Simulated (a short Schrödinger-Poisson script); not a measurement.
Structure: MOS inversion layer, SiO2 on p-type Si(100), at 300 K.

From the gate side: 1.1 nm SiO2; 710 nm Si, acceptors 3.7e17 cm⁻³.

The device is made up for the run: typed textbook-type constants, with dimensions and the other settings drawn at random. SiO2: permittivity 3.9, conduction-band edge (eV) 3.15, gap (eV) 9, electron mass (mₑ) 0.5. Si: permittivity 11.7, conduction-band edge (eV) 0, gap (eV) 1.124, Nv at 300 K (cm⁻³) 3.1e19.

Channel valleys (confinement mass, in-plane density-of-states mass, number): Δ2 0.916, 0.19, 2; Δ4 0.19, 0.417, 4. At the gate the conduction-band edge of layer 1 lies 3.47 eV − eVg above the Fermi level of the channel; the field vanishes at the back. Gaps are held at their typed values at every temperature. Mesh 0.03 nm at interfaces.

From a short Schrödinger-Poisson script (our own, NumPy): 1D Poisson equation in equilibrium, electrons quantum, Hartree (BenDaniel-Duke, 12 states a valley, the channel's in-plane mass for all, wave functions free to enter the dielectric), parabolic valleys, classical holes, full ionisation, no traps, pinning or gate leakage.

| Vg (V) | electrons (cm⁻²) | C (μF/cm²) | Δ2 E0 (meV from the Fermi level) | Δ4 E0 (meV from the Fermi level) |
|---|---|---|---|---|
| 0.3 | 3.38e9 | 0.196 | 200.7 | 245.0 |
| 0.35 | 1.88e10 | 0.267 | 155.9 | 201.0 |
| 0.4 | 9.08e10 | 0.554 | 114.6 | 160.6 |
| 0.45 | 3.06e11 | 1.06 | 82.3 | 129.7 |
| 0.5 | 6.84e11 | 1.47 | 60.1 | 109.4 |
| 0.55 | 1.17e12 | 1.72 | 44.6 | 96.0 |
| 0.6 | 1.73e12 | 1.88 | 33.0 | 86.5 |
| 0.65 | 2.33e12 | 1.99 | 23.5 | 79.2 |
| 0.7 | 2.96e12 | 2.07 | 15.6 | 73.3 |
| 0.75 | 3.61e12 | 2.13 | 8.7 | 68.5 |
| 0.8 | 4.28e12 | 2.18 | 2.4 | 64.3 |
| 0.85 | 4.97e12 | 2.22 | -3.2 | 60.6 |
| 0.9 | 5.67e12 | 2.25 | -8.4 | 57.2 |
| 0.95 | 6.37e12 | 2.28 | -13.3 | 54.2 |
| 1 | 7.09e12 | 2.30 | -18.0 | 51.4 |
| 1.05 | 7.81e12 | 2.33 | -22.3 | 48.8 |
| 1.1 | 8.54e12 | 2.35 | -26.5 | 46.4 |
| 1.15 | 9.27e12 | 2.36 | -30.6 | 44.1 |

Gate voltages with under 1e9 electrons/cm² are left out.

Problem. At Vg = 1.15 V the lowest Δ2 subband lies at -30.6 meV from the Fermi level. How many electrons does it hold, and what share of all?

Solution. The two-dimensional density of states is g m/(πħ²) = 1.59e11 cm⁻² meV⁻¹ (both spins), kT = 25.9 meV, so n = D kT ln(1 + exp(−E/kT)) = 5.95e12 cm⁻², 0.64 of the 9.27e12 cm⁻² in all.

Problem. Compare the slope of the sheet density between 1.05 and 1.15 V with the geometric capacitance of the layers between gate and channel.

Solution. q Δn/ΔV = 2.34 μF/cm²; ε0/Σ(t/ε) = 3.14 μF/cm². The ratio is 0.75: the channel acts as a further capacitance in series.
